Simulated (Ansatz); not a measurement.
**Sensitivity of a calculation on Cu3AsS4 (P1, 16 atoms in the cell) to its settings**

```
Cu3AsS4
1.0
    7.39900     0.00000     0.00000
    0.00000     6.42800     0.00000
    0.00000     0.00000     6.14500
As Cu S
2 6 8
Direct
  0.99710   0.17773   0.99312
  0.49997   0.83368   0.49122
  0.00335   0.84260   0.50174
  0.49721   0.14862   0.00030
  0.75377   0.67841   0.01085
  0.74376   0.32590   0.50065
  0.24974   0.67369   0.02456
  0.25484   0.33411   0.51332
  0.99932   0.16678   0.34844
  0.49711   0.81885   0.86649
  0.00386   0.85818   0.86940
  0.49874   0.14153   0.37255
  0.74420   0.67570   0.38114
  0.75860   0.33292   0.89093
  0.25242   0.66390   0.38500
  0.24600   0.32738   0.88990
```

Base run A: PBEsol, default PAW files made with PBE in Ansatz (a quantum-chemistry and plane-wave program), self-consistent single point.

Its settings: kpoints.mp_grid.grid = 2 3 3; hamiltonian.xc = pbesol; hamiltonian.pseudopotentials = {kind: paw} (the program's default PAW files); scf.occupations.method = methfessel_paxton; scf.occupations.width = 0.02 Ry.

The starting cell comes from a database of published, mostly measured structures (it also holds non-ambient and calculated ones), without a prior relaxation at this level. Its atoms were displaced at random from the sites of space group no. 31. Spin polarisation is off. In the base run, forces exceed 1 eV/Å. Ansatz's pressure includes its estimate of the finite-basis (Pulay) stress. A gap is left out here, as mesh or smearing make it unsure.

ΔF is the free energy per atom less that of run A. A dash stands where there is no value to compare (another energy zero or no entropy term, no result, no spin, no clean gap, or a mesh too coarse for one). Total energies depend on the potentials, the functional and any Hubbard or dispersion term, so they are compared only between runs that share all of them.

Run A gave: pressure (GPa) -0.98; largest force (eV/Å) 2.059.

Runs:
- B: opposed starting moments; magnetization.spin_polarized: default → true
- C: crystal.symmetry.detect: default → false
- D: hamiltonian.dispersion: default → d3bj [PBEsol-D3BJ]
- E: scf.convergence.dr2_threshold: default (1e-07 eV) → 1e-05 eV
- F: basis.precision: default → f64
- G: scf.mixing.algorithm: default (the program chose MSR1) → msr1; scf.mixing.ndim: default → 12

Task: What does run D change against A?

Result: The pressure goes from -0.98 to -3.67 GPa and the largest force moves little (2.059 to 2.061 eV/Å).

```tsv
run	ΔF (meV/atom)	pressure (GPa)	largest force (eV/Å)
A	0.00	-0.98	2.059
B	0.00	-0.98	2.059
C	0.00	-0.98	2.059
D	–	-3.67	2.061
E	0.00	-0.98	2.059
F	0.00	-0.98	2.059
G	0.00	-0.98	2.059
```

Keys are those of Ansatz 0.2.
